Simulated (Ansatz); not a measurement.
## ScAg2 (I4/mmm, No. 139; cell taken from a computed entry)

Computed with LDA in Ansatz (plane waves, PAW).

Run with plane-wave cutoff 520 eV, 22×22×22 k mesh, Fermi–Dirac smearing 0.05 eV, no spin polarisation, scalar-relativistic PAW data made under PBE.

Cell: relaxed at this level.

```json
{
 "band_gap": "none",
 "equilibrium_lattice_constant_a": "3.463 Å",
 "c axis length": "8.677 Å",
 "bulk modulus B0": "118 GPa"
}
```

Note: the relaxation could not lower the start's symmetry, so the cell can be a saddle point above a distorted one; the bulk modulus is −V dP/dV from two relaxed cells at ±2 % in volume.

Spin–orbit coupling is not included.

The computed numbers hold no vibrational or temperature effects.

Cost on a shared machine: around 8 core-minutes (rough).

Ansatz is an electronic-structure program.
